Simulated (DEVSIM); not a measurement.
System: abrupt Si n-p junction, at 250 K.

```csv
layer (left to right),material,thickness (μm),Nd (cm⁻³),Na (cm⁻³),τn (s),τp (s)
1,Si,15.0,8.9e17,-,1.4e-5,1.4e-5
2,Si,0.960,-,7.6e15,1.4e-5,1.4e-5
```

Left contact: ohmic. Right contact: ohmic. Voltage is applied to the left contact. Recombination: SRH at mid-gap, radiative. Mobility is constant in doping.

The device is made up for the run: typed textbook-type constants, with dimensions and the other settings drawn at random. Values at 300 K; Nc and Nv go as T^1.5, mobilities as T to minus their exponent, the gap by Varshni's rule with the affinity fixed.

```tsv
parameter	Si
gap (eV)	1.124
affinity (eV)	4.05
permittivity	11.7
Nc (cm⁻³)	2.86e19
Nv (cm⁻³)	3.1e19
μn (cm²/Vs)	1417
μp (cm²/Vs)	470
T exponent of μn	2.3
T exponent of μp	2.2
B (cm³/s)	4.7e-15
Varshni α (eV/K)	0.000473
Varshni β (K)	636
```

Model (solved in DEVSIM): 1D drift-diffusion, Boltzmann statistics, complete ionisation; no tunnelling, impact ionisation, image-force lowering or self-heating.

Task: Tabulate band edges, carrier densities and field at zero bias.

Result: Energies count from the Fermi level of the right contact; mesh points crowd at the junctions.

```csv
x (μm),Ec (eV),Ev (eV),n (cm⁻³),p (cm⁻³),field (V/cm)
0.000,0.069,-1.067,8.9e17,< 1e2,≈ 0
0.02809,0.069,-1.067,8.9e17,< 1e2,≈ 0
0.08894,0.069,-1.067,8.9e17,< 1e2,≈ 0
0.2208,0.069,-1.067,8.9e17,< 1e2,≈ 0
0.6812,0.069,-1.067,8.9e17,< 1e2,≈ 0
1.504,0.069,-1.067,8.9e17,< 1e2,≈ 0
3.286,0.069,-1.067,8.9e17,< 1e2,≈ 0
8.885,0.069,-1.067,8.9e17,< 1e2,≈ 0
12.19,0.069,-1.067,8.9e17,< 1e2,≈ 0
13.72,0.069,-1.067,8.9e17,< 1e2,≈ 0
14.42,0.069,-1.067,8.9e17,< 1e2,≈ 0
14.81,0.069,-1.067,8.9e17,< 1e2,≈ 0
14.93,0.069,-1.067,8.9e17,< 1e2,≈ 0
14.98,0.069,-1.067,8.8e17,< 1e2,530
15.01,0.150,-0.986,2.0e16,< 1e2,45000
15.05,0.310,-0.826,1.2e13,530,39000
15.14,0.603,-0.533,1.5e7,4.2e8,28000
15.31,0.919,-0.218,< 1e2,9.7e14,7800
15.69,0.963,-0.173,< 1e2,7.6e15,≈ 0
15.85,0.963,-0.173,< 1e2,7.6e15,≈ 0
15.92,0.963,-0.173,< 1e2,7.6e15,≈ 0
15.96,0.963,-0.173,< 1e2,7.6e15,≈ 0
```
